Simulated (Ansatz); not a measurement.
Consider TiC in the rock salt structure (space group Fm-3m, No. 225; a = 4.2934 Å; relaxed with 0.1 eV smearing). Axes: x, y, z lie along the cube axes.

Calculations: plane-wave PAW DFT at the PBEsol level (Ansatz, an electronic-structure program, 420 eV), spin-orbit coupling left out.

Base values:

| Property | Value |
|---|---|
| Shortest interatomic distance | 2.147 Å |
| Band gap | zero |

It is then changed as follows: the cell is stretched by 0.50 % along z with no lateral relaxation; the atoms relax in the strained cell.

Q: Predict the new stress, energy relative to the base, shortest interatomic distance and band gap.

A: The stress (xx, yy, zz, yz, xz, xy; compression positive) amounts to (-0.6, -0.6, -2.7, 0.0, 0.0, 0.0) GPa; the energy grows by 0.4 meV/atom; the shortest interatomic distance remains 2.147 Å; the band gap stays zero.

Whether these cells are dynamically stable was not tested. All final runs are without spin polarisation.
